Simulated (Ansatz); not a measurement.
A self-consistent single point of Rb (Im-3m, 1 atom in the cell) with Ansatz (a quantum-chemistry and plane-wave program)

Method of the run: LDA (PW92), default PAW files made with PBE (plane waves; Ansatz).

Input as run:

Ansatz 0.2 input:
```yaml
crystal:
  lattice:
    - [-2.833475, 2.833475, 2.833475]
    - [2.833475, -2.833475, 2.833475]
    - [2.833475, 2.833475, -2.833475]
  atoms:
    - { symbol: Rb, position: [0.000000, 0.000000, 0.000000] }
basis:
  ecutwfc: 420.0
kpoints:
  mp_grid: { grid: [8, 8, 8] }
hamiltonian:
  xc: lda
  pseudopotentials: { kind: paw }
scf:
  occupations: { method: fermi_dirac, width: 0.1 }
output:
  forces: true
  eigenvalues: true
  stress: true
```

Output (repeated stretches shortened):

```
WARN ansatz: RAYON_NUM_THREADS=1 ignored (pool sized by the plan → 1); use --threads N
Pseudopotentials: kind: paw
Pseudopotential: Rb, paw, valence charge 9
Crystal: 1 atoms, lattice volume = 90.995 Å³
Basis set: ecut = 420 eV, 1745 PW (Γ)
Bands: 9, of which v1, the nominal top of the filled ones, is band 5 counted from 1 (4 counted from 0)
Symmetry: 48 space group operations
Space group: Im-3m (ITA 229), of the structure as read, at distance tolerance 4.5e-5 Å
k-points: 29 of 512
PAW frozen core: Rb, regenerated for the run's functional, and the local potential with it
Initial density: superposition of atomic densities (neutral atoms: chi_scale 0, normalization atom), corrected by the library's trained network
Initial wavefunctions: pseudopotential atomic-orbital guess
Eigensolver: davidson
Functional: x = slater, c = lda
SCF iter   1: F=—  HF=-3170.749132 eV  |F-HF|=—  |Δ(HF+E_count)|=         —  Δρ=2.63e-3  dr2=2.56e-3  ethr=1.77e-3  ⟨swp⟩=7.0  Hψ=2149  notcnv=0
all-band conjugate gradients solve this SCF's bands
preconditioner: auto → Kerker (q_TF=auto, 1.855 Å⁻¹)
SCF iter   2: F=—  HF=-3170.749268 eV  |F-HF|=—  |Δ(HF+E_count)|=   1.36e-4  Δρ=1.36e-3  dr2=7.58e-4  ethr=2.84e-5  ⟨swp⟩=2.0  Hψ=573  notcnv=0
SCF iter   3: F=—  HF=-3170.749347 eV  |F-HF|=—  |Δ(HF+E_count)|=   7.98e-5  Δρ=1.70e-4  dr2=3.89e-5  ethr=8.42e-6  ⟨swp⟩=2.1  Hψ=397  notcnv=0
SCF iter   4: F=—  HF=-3170.749374 eV  |F-HF|=—  |Δ(HF+E_count)|=   2.67e-5  Δρ=8.94e-5  dr2=8.70e-6  ethr=4.33e-7  ⟨swp⟩=2.4  Hψ=394  notcnv=0
SCF iter   5: F=—  HF=-3170.749375 eV  |F-HF|=—  |Δ(HF+E_count)|=   1.36e-6  Δρ=3.57e-5  dr2=2.22e-6  ethr=9.67e-8  ⟨swp⟩=1.7  Hψ=328  notcnv=0
SCF iter   6: F=-3170.749375 eV  HF=-3170.749375 eV  |F-HF|=4.27e-8  |Δ(HF+E_count)|=   1.70e-8  Δρ=5.51e-6  dr2=7.44e-8  ethr=1.11e-9  ⟨swp⟩=4.4  Hψ=1541  notcnv=0
SCF 1 converged in 6 iterations: F = -3170.749375 eV  dr2 = 7.44e-8
SCF converged after 6 iterations
Free energy (F): -3170.749375 eV
Harris-Foulkes:  -3170.749375 eV  (|F-HF|=4.27e-8)
Internal energy: -3170.715888 eV  (E = F + TS)
E sigma→0 (E₀):  -3170.732631 eV
Entropy (-TS):   -0.033488 eV (-33.488 meV/atom)
Fermi energy:    1.722075 eV
--- Per-component energies (eV) ---
  E_band       = -120.608612
  E_kinetic    = 190.859716
  E_local      = -713.215505  (includes V_loc(G=0)·N_el)
  E_nonlocal   = 177.904290
  E_hartree    = 198.924385
  E_xc         = -127.305755
  E_vxc        = -134.087937  (∫ρ·V_xc dr)
  E_paw        = -2523.640878  (= ΣΔE_a)
  E_vpaw       = -39.911065  (= ΣTr[D̂ρ^β])
  E_aug_tail   = -0.000002  (compensation charges beyond the density's cutoff)
  E_ewald      = -374.513397
  E_core_change = 0.271259  (= ΣΔE_core)
  E_smearing   = -0.033488  (= −TS)
  E_closure    = -0.000000  (closes the sum)
  Σ components = -3170.749375   (vs F -3170.749375, Δ=0.00e0)
--- Forces (eV/Å), atoms counted from 1 ---
  atom   1  Rb     0.00000000     0.00000000     0.00000000
  max |Σ_I F_I| component: 1.31e-31 eV/Å
--- Stress (GPa, compression-positive) ---
       -0.409127      -0.000000       0.000000
       -0.000000      -0.409127      -0.000000
       -0.000000      -0.000000      -0.409127
  P = ⅓ Tr σ = -0.4091 GPa (-4.091 kbar)
  The stress holds the Pulay correction. Without it, at fixed plane waves, as pw.x and ABINIT print it: P = -0.4099 GPa
--- Band table (eV; the first three rows and the last of 29) ---
  k-point 0: bands = ["-27.1470", "-11.1800", "-11.1800", "-11.1800", "-0.2604", "5.3115", "5.3115", "5.3115", "6.2836"]
  k-point 1: bands = ["-27.1464", "-11.1948", "-11.1849", "-11.1800", "-0.0755", "5.0234", "5.0867", "5.4810", "6.0321"]
  k-point 2: bands = ["-27.1449", "-11.2299", "-11.1966", "-11.1800", "0.4525", "4.1777", "4.6794", "5.9767", "6.0850"]
  k-point 28: bands = ["-27.1394", "-11.2509", "-11.2509", "-11.2509", "3.0106", "3.0106", "4.9666", "4.9666", "4.9666"]
```

The run converged in 6 iterations.

The starting cell has typed, rounded lattice constants, without a prior relaxation at this level. Its lattice was rescaled by up to half a per cent. Ansatz's pressure includes its estimate of the finite-basis (Pulay) stress.
